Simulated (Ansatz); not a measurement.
Base system: MoS2 (space group P6_3/mmc, No. 194; a = 3.109 Å, c = 11.709 Å; layered, stacked along the Cartesian z axis). Axes: x lies along a and z along c of the hexagonal cell.

Now apply this change: the cell is stretched by 0.60 % along z with no lateral relaxation; the atoms relax in the strained cell.

Calculations: PBEsol-D3(BJ) (Ansatz, an electronic-structure program, PAW, no spin-orbit coupling).

Base, band edges from the VBM (valence, conduction): K -0.75, 1.04; H -0.93, 1.05; M -1.52, 1.60; L -1.61, 1.63; A -0.26, 2.03; Γ 0.00, 2.03 eV.

Problem. Give the band edges at the high-symmetry points of the new zone, measured from its valence-band maximum.

Solution. 
| point | valence edge (eV) | conduction edge (eV) |
|---|---|---|
| Γ | 0.00 | 2.07 |
| M | -1.49 | 1.64 |
| K | -0.72 | 1.08 |
| A | -0.27 | 2.07 |
| L | -1.57 | 1.67 |
| H | -0.89 | 1.08 |

The gap is 0.56 eV, indirect, Γ → K–Γ (44 % along).

Whether these cells are dynamically stable was not tested.
